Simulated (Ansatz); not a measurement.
Response to strain in Ru

The parent structure is Ru in the hcp (Mg type) structure (space group P6_3/mmc, No. 194; a = 2.676 Å, c = 4.224 Å; relaxed with 0.1 eV smearing). Axes: x lies along a and z along c of the hexagonal cell.

Strains are applied to the cell and any free atomic positions relax.

Level of theory: LDA (Ansatz, an electronic-structure program, PAW, scalar-relativistic without spin-orbit coupling).

Notes on the quantities. pressure: mean of the normal stresses, compression positive; energy relative to the base: free energy F.

| change | volume per atom | pressure | energy relative to the base |
|---|---|---|---|
| base | 13.09 Å³ | 0.0 GPa | 0 meV/atom |
| uniaxial strain ε_zz = −3.00 % | 12.70 Å³ | 12.9 GPa | +29 meV/atom |
| uniaxial strain ε_zz = −2.00 % | 12.83 Å³ | 8.3 GPa | +13 meV/atom |
| uniaxial strain ε_zz = −1.50 % | 12.90 Å³ | 6.1 GPa | +7.1 meV/atom |
| uniaxial strain ε_zz = −1.00 % | 12.96 Å³ | 4.0 GPa | +3.1 meV/atom |
| uniaxial strain ε_zz = −0.50 % | 13.03 Å³ | 2.0 GPa | +0.8 meV/atom |
| uniaxial strain ε_zz = +0.50 % | 13.16 Å³ | -1.9 GPa | +0.7 meV/atom |
| uniaxial strain ε_zz = +1.00 % | 13.22 Å³ | -3.7 GPa | +2.9 meV/atom |
| uniaxial strain ε_zz = +1.50 % | 13.29 Å³ | -5.4 GPa | +6.6 meV/atom |
| uniaxial strain ε_zz = +2.00 % | 13.35 Å³ | -7.0 GPa | +12 meV/atom |

Whether these cells are dynamically stable was not tested. All final runs are without spin polarisation.
